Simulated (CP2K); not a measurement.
CP2K is run on Rb2WCl6 (Fm-3m, 9 atoms in the cell), and the run fails. The aim is a self-consistent single point with DFT PBEsol, GPW, DZVP-MOLOPT-SR-GTH basis, GTH-PBE potentials (GTH_POTENTIALS).

Cell that was meant: a = 7.0407 Å, b = 7.0407 Å, c = 7.0407 Å, α = 60.00°, β = 60.00°, γ = 60.00°.

Part of the input:

```
    &SCF
      SCF_GUESS ATOMIC
      EPS_SCF 1E-6
      MAX_SCF 5
      ADDED_MOS 13
      &DIAGONALIZATION
        ALGORITHM STANDARD
```

Log, with long lists cut:

```
 SCF WAVEFUNCTION OPTIMIZATION

  Step     Update method      Time    Convergence         Total energy    Change
     1 NoMix/Diag. 0.30E+00      -     2.02420309      -206.6111222346 -2.07E+02
     2 Broy./Diag. 0.30E+00      -     0.03518294      -206.0697298861  5.41E-01
     3 Broy./Diag. 0.30E+00      -     0.08780455      -206.1475165745 -7.78E-02
     4 Broy./Diag. 0.30E+00      -     0.01797994      -206.1767217023 -2.92E-02
     5 Broy./Diag. 0.30E+00      -     0.01189359      -206.2023639733 -2.56E-02
  Leaving inner SCF loop after reaching     5 steps.

  Overlap energy of the core charge distribution:               0.00000000632273
  Self energy of the core charge distribution:               -397.93656062524667
  Core Hamiltonian energy:                                     89.17163014743221
   [... lines left out ...]
  Fermi energy:                                                 0.14629206466401
  Total energy:                                              -206.20236397325203
   [... lines left out ...]
 * [ABORT]                                                                     *
 *  \___/     SCF run NOT converged. To continue the calculation regardless,   *
 *    |             please set the keyword IGNORE_CONVERGENCE_FAILURE.         *
 *  O/|                                                                        *
 * /| |                                                                        *
 * / \                                                            qs_scf.F:702 *
 *******************************************************************************

 ===== Routine Calling Stack =====

            4 scf_env_do_scf
            3 qs_energies
            2 qs_forces
            1 CP2K
Abort(1) on node 0 (rank 0 in comm 0): application called MPI_Abort(MPI_COMM_WORLD, 1) - process 0
```

Task: Diagnose the run.

Result: The fault is an iteration limit that is too low. The loop is cut before its threshold is met, so whatever is printed at the end is not self-consistent. To fix it, raise the limit, or leave it to the default. The run ended unconverged after 5 iterations.

The sound input it was made from differs as follows (other fixes are possible):
```diff
-      MAX_SCF 5
+      MAX_SCF 100
```

With that input, the run converged in 20 iterations: free energy E − TS -5612.7558 eV; Fermi level (on the code's own zero) 4.07 eV; pressure -0.38 GPa; largest force (vector length) 0.027 eV/Å (DFT PBEsol, GPW, DZVP-MOLOPT-SR-GTH basis, GTH-PBE potentials (GTH_POTENTIALS)).

On the sound input: the starting cell comes from a database of published, mostly measured structures (it also holds non-ambient and calculated ones), without a prior relaxation at this level. Spin polarisation is off. Values carry the incompleteness of an atom-centred basis. The potentials were made for another functional than the one used.
